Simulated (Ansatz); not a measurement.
# Rh, pressure series

Start from Rh in the fcc (Cu type) structure (space group Fm-3m, No. 225; a = 3.830 Å).

Cell and atoms are relaxed at each pressure.

Level of theory: PBE/PAW in Ansatz (a program for electronic structure), no spin-orbit coupling.

Notes on the quantities. enthalpy: H = E + PV relative to the base's energy.

| change | enthalpy | shortest interatomic distance |
|---|---|---|
| base | – | 270.8 pm |
| pressure −2 GPa | -0.18 eV/atom | 271.5 pm |
| pressure −1 GPa | -0.09 eV/atom | 271.2 pm |
| pressure 0.9 GPa | +0.08 eV/atom | 270.5 pm |
| pressure 2.1 GPa | +0.18 eV/atom | 270.1 pm |
| pressure 4.5 GPa | +0.39 eV/atom | ___ |
| pressure 9 GPa | +0.78 eV/atom | 267.9 pm |
| pressure 15 GPa | +1.28 eV/atom | 266.2 pm |
| pressure 22.5 GPa | +1.90 eV/atom | 264.4 pm |
| pressure 30 GPa | +2.50 eV/atom | 262.6 pm |

Task: Some entries are withheld; estimate them.

Result: 
- pressure 4.5 GPa, shortest interatomic distance: 269.3 pm

Load acts through the strain it causes; cell and atoms are relaxed under it. Whether these cells are dynamically stable was not tested. No other phases were tried under pressure. The final runs are not spin-polarised.
